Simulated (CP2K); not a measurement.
A self-consistent single point of I (Cmce, 4 atoms in the cell) with CP2K.

Level of theory: CP2K with LDA (Pade form), GPW, DZVP-MOLOPT-SR-GTH basis, GTH-PADE potentials (GTH_POTENTIALS).

```
CELL_PARAMETERS angstrom
      4.35307     0.00000     0.00000
     -1.71768     3.99985     0.00000
      0.00000     0.00000     9.79000
ATOMIC_POSITIONS crystal
  I  0.84600 0.84600 0.88300
  I  0.65400 0.65400 0.38300
  I  0.34600 0.34600 0.61700
  I  0.15400 0.15400 0.11700
```

Reference input (self-consistent single point, DFT PBE, GPW, DZVP-MOLOPT-SR-GTH basis, GTH-PBE potentials (GTH_POTENTIALS)): CUTOFF = 400 Ry; REL_CUTOFF = 50 Ry; SMEAR/METHOD = FERMI_DIRAC; ELECTRONIC_TEMPERATURE = 232.09 K; KPOINTS/SCHEME = MONKHORST-PACK 3 3 2; GAMMA_CENTERED = T; XC_FUNCTIONAL = PBE; I/BASIS_SET = DZVP-MOLOPT-SR-GTH-q7; I/POTENTIAL = GTH-PBE-q7; METHOD = GPW; EPS_DEFAULT = 1e-11; NGRIDS = 4. This run's input differs from it in these lines:

```diff
@@ -43,3 +43,3 @@
     &XC
-      &XC_FUNCTIONAL PBE
+      &XC_FUNCTIONAL PADE
       &END XC_FUNCTIONAL
@@ -76,3 +76,3 @@
       BASIS_SET DZVP-MOLOPT-SR-GTH-q7
-      POTENTIAL GTH-PBE-q7
+      POTENTIAL GTH-PADE-q7
     &END KIND
```

Log, with long lists cut:

```
 SCF WAVEFUNCTION OPTIMIZATION

  Step     Update method      Time    Convergence         Total energy    Change
     1 NoMix/Diag. 0.20E+00      -     2.01850269       -46.2650652359 -4.63E+01
     2 Broy./Diag. 0.20E+00      -     0.00719965       -46.6351365415 -3.70E-01
     3 Broy./Diag. 0.20E+00      -     0.02737746       -46.2647075633  3.70E-01
     4 Broy./Diag. 0.20E+00      -     0.00117500       -46.1102822140  1.54E-01
     5 Broy./Diag. 0.20E+00      -     0.00157730       -46.1158170643 -5.53E-03
     6 Broy./Diag. 0.20E+00      -     0.00028530       -46.1224145775 -6.60E-03
   [... 3 lines left out ...]
    10 Broy./Diag. 0.20E+00      -     0.00001399       -46.1231012516  1.15E-04
    11 Broy./Diag. 0.20E+00      -     0.00000168       -46.1230596407  4.16E-05
    12 Broy./Diag. 0.20E+00      -     0.00000102       -46.1230704184 -1.08E-05
    13 Broy./Diag. 0.20E+00      -     0.00000044       -46.1230816033 -1.12E-05
  *** SCF run converged in    13 steps ***

  Overlap energy of the core charge distribution:               0.00000000151063
  Self energy of the core charge distribution:                -98.73317712085735
  Core Hamiltonian energy:                                     19.34769232158272
  Hartree energy:                                              42.11963867237375
  Exchange-correlation energy:                                 -8.85723547791283
  Electronic entropic energy:                                  -0.00000000000004
  Fermi energy:                                                 0.07109724503832

  Total energy:                                               -46.12308160330313
  Total energy (extrapolated to T->0):                        -46.12308160330311

   [... lines left out ...]

 STRESS| Analytical stress tensor [bar]
 STRESS|                        x                   y                   z
 STRESS|      x       -5.08021631751E+03  -4.35678998235E+03   1.35452872151E-04
 STRESS|      y       -4.35678998235E+03  -8.82213923664E+03   4.27418638510E-04
 STRESS|      z        1.35452872151E-04   4.27418638510E-04  -2.54292872405E+03
 STRESS| 1/3 Trace                                            -5.48176142607E+03
```

The run converged in 13 iterations. Against the reference run the pressure goes from 1.93 to -0.55 GPa, the largest force goes from 0.893 to 0.809 eV/Å and the gap on the mesh goes from 1.150 to 1.080 eV.

The starting cell has typed, rounded lattice constants, without a prior relaxation at this level. Spin-orbit coupling is off. Values carry the incompleteness of an atom-centred basis.
